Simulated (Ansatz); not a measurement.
The starting structures come from a database of crystals and need not be the phases stable at ambient conditions.

## Evanescent states of RbBH$_{4}$ (F-43m, not sure to be the ambient phase, 6 atoms a cell, 13.7 Å³ an atom) along the normal of (111)

All values below come from r2SCAN (plane waves, PAW; Ansatz, a first-principles code).

The gap is the functional's own, uncorrected, and κ follows it; spin-orbit coupling is left out. Mid-gap values are interpolated between the computed energies.

Energies count from the valence-band top; κ is the least over a 12×12 mesh across the current.

```
E (eV)  κ (1/Å)  where
------  -------  -----
0.14      0.174      Γ
0.43      0.286      Γ
0.72      0.352      Γ
1.01      0.398      Γ
1.30      0.432      Γ
1.59      0.457      Γ
1.89      0.476      Γ
2.17      0.490      Γ
2.46      0.499      Γ
2.75      0.505      Γ
3.04      0.506      Γ
3.33      0.505      Γ
3.62      0.500      Γ
3.92      0.492      Γ
4.21      0.482      Γ
4.50      0.467      Γ
4.79      0.450      Γ
5.08      0.428      Γ
5.37      0.403      Γ
5.66      0.364  off Γ
5.95      0.296  off Γ
6.24      0.202  off Γ
```

Question: How thick must the barrier be to attenuate the transmission by 10^6 when the electrodes' Fermi level lies at 5.66 eV, and what attenuation does that film give at 1.59 eV?

Answer: d = 6 ln 10 / (2 × 0.364) = 19.0 Å. At 1.59 eV it gives 6 × 0.457/0.364 = 7.5 decades.
